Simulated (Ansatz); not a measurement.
# BAs (model structure, started from the cinnabar type, P6₂22, No. 180, 6 atoms in the cell): properties by level of theory

```tsv
level (code)	lattice parameter a (Å)	lattice parameter c (Å)
PBE (Ansatz)	3.459	7.481
PBEsol (Ansatz)	3.429	7.403
PBE-D3(BJ) (Ansatz)	3.423	7.405
```

Ansatz's density-functional and Hartree–Fock values are scalar-relativistic unless marked +SOC, with PAW data made under PBE.

Computed values are for the static lattice.

A model structure was made by putting elements into a prototype or built by hand; it is no filed structure, need not be a known phase, and can be a saddle point held by its symmetry.

Ansatz is a first-principles code.
